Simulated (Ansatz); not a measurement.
Start from Hf in the hcp (Mg type) structure (space group P6_3/mmc, No. 194; a = 3.198 Å, c = 5.047 Å). Axes: x lies along a and z along c of the hexagonal cell.

Method: r2SCAN, PAW, 500 eV (Ansatz, a quantum-chemistry and plane-wave program; spin-orbit coupling left out).

For the base:

| Quantity | Result |
|---|---|
| Shortest interatomic distance | 3.127 Å |
| Band gap | zero |

One thing is altered: a free-standing slab of 3 layers (3 atoms, 1 a layer) is cut normal to the z axis, with 15 Å of vacuum and the in-plane cell held at bulk.

How does this affect the excess energy per area of both faces?

The excess energy per area of both faces (slab less bulk energy over the cell's area: twice a surface energy) is 4.02 J/m² (uncertain by up to 0.05 J/m²).

What does the calculation give for the shortest interatomic distance after the change?

The shortest interatomic distance drops by 0.076 Å to 3.051 Å.

How does this affect the band gap?

The band gap stays zero.

Predict the new change of the spacing d12 from its bulk value of 2.524 Å.

The change of the spacing d12 from its bulk value of 2.524 Å is -3.8 %.

The excess energy carries the mismatch between the slab's and the bulk's meshes. Stability against distortions was not tested. The final runs are not spin-polarised.
